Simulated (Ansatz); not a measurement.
# SiO2: pressure series

The reference is SiO2 (space group P3_221, No. 154; a = 5.022 Å, c = 5.510 Å).

Cell and atoms are relaxed at each pressure.

Level of theory: plane-wave PAW DFT at the PBE level (Ansatz, an electronic-structure program, 420 eV), no SOC.

| variant | volume per atom | c/a ratio | band gap |
|---|---|---|---|
| base | 13.37 Å³ | 1.097 | 5.68 eV |
| pressure −1 GPa | 13.85 Å³ | 1.094 | 5.57 eV |
| pressure 2.1 GPa | 12.64 Å³ | 1.103 | 5.83 eV |
| pressure 9 GPa | 11.19 Å³ | 1.124 | 6.21 eV |

Load acts through the strain it causes; cell and atoms are relaxed under it. No phonon test of stability was made. Competing high-pressure phases were not computed.
